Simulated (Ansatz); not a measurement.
ScAu: 6 layers

The parent structure is ScAu in the CsCl type structure (space group Pm-3m, No. 221; a = 3.356 Å). Axes: x, y, z lie along the cube axes.

The change: a free-standing slab of 6 layers (12 atoms, 2 a layer) is cut normal to [110], with 15 Å of vacuum and the in-plane cell held at bulk.

Computed with PBEsol, PAW, 420 eV (Ansatz, a first-principles code; no spin-orbit coupling). Settings: 14×10×1 k-points, 0.05 eV Fermi–Dirac smearing, for the changed cell.

```csv
quantity,base,changed,shift
layer's space group (with vacuum),–,Pmma (No. 51),–
shortest interatomic distance,2.906 Å,2.781 Å,-0.1256 Å
band gap,zero,zero,–
excess energy per area of both faces (slab less bulk energy over the cell's area: twice a surface energy) (uncertain by up to 0.1 J/m²),–,2.5 J/m²,–
thickness between the outermost nuclei,–,12.05 Å,–
change of the spacing d12 from its bulk value of 2.373 Å,–,-5.2 %,–
change of the spacing d23 from its bulk value of 2.373 Å,–,+4.5 %,–
```

Final structure:

```
CELL_PARAMETERS angstrom
      3.35567     0.00000     0.00000
      0.00000     4.74563     0.00000
      0.00000     0.00000    26.86407
ATOMIC_POSITIONS crystal
  Sc 0.50000 0.75000 0.27572
  Au 0.00000 0.25000 0.28612
  Sc 0.50000 0.25000 0.36866
  Au 0.00000 0.75000 0.36071
  Sc 0.50000 0.75000 0.45326
  Au 0.00000 0.25000 0.46068
  Sc 0.50000 0.25000 0.54674
  Au 0.00000 0.75000 0.53932
  Sc 0.50000 0.75000 0.63134
  Au 0.00000 0.25000 0.63929
  Sc 0.50000 0.25000 0.72428
  Au 0.00000 0.75000 0.71388
```

Slab and bulk use different k-meshes, which limits the precision of the excess energy. Whether these cells are dynamically stable was not tested. The final runs are not spin-polarised.
